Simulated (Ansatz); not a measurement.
V$_{3}$Re (Fm-3m), PBEsol, DFPT electron-phonon coupling, linearised Boltzmann equation run with Ansatz (a first-principles code): phonon-limited resistivity 8.19 μΩ·cm at 300 K, 11.2 μΩ·cm at 400 K, current-weighted mean free path 7.9 nm, Drude plasma energy 7.25 eV.

**Question.** Estimate the electronic thermal conductivity at 300 K by the Wiedemann-Franz law (L₀ = 2.44×10⁻⁸ W·Ω/K²).

**Answer.** L₀T/ρ = 2.44×10⁻⁸ × 300/(8.19×10⁻⁸) = 89.4 W/(m·K). Inelastic scattering puts the true Lorenz number somewhat under L₀ near and below the Debye temperature.

**Question.** What Drude relaxation time do resistivity and plasma energy imply?

**Answer.** ω_p = 1.10e16 s⁻¹, so τ = 1/(ε₀ ω_p² ρ) = 11.4 fs, a damping ħ/τ of 57.9 meV.

**Question.** What is the classical skin depth at 10 GHz (nonmagnetic, μ₀ = 1.257×10⁻⁶ H/m)?

**Answer.** δ = √(ρ/(π f μ₀)) = 1440 nm.

A metal at this level (no band gap). Only scattering by harmonic phonons is included (no impurities, grain boundaries, electron-electron scattering or thermal expansion). Spin-orbit coupling is left out, which matters with elements this heavy. Halving the electron mesh (24x24x24) moves the resistivity by up to 2 % at 300 K, the mean free path by up to 3 %. Smearing 0.20 eV; phonons on a 4x4x4 q mesh, which this run doesn't test.

Computed structure with no diffraction record at hand here (it may be known, metastable or hypothetical): V3Re (Fm-3m). Treated as nonmagnetic (a ferromagnetic start lost its moment, other orders weren't tried): V3Re (Fm-3m).
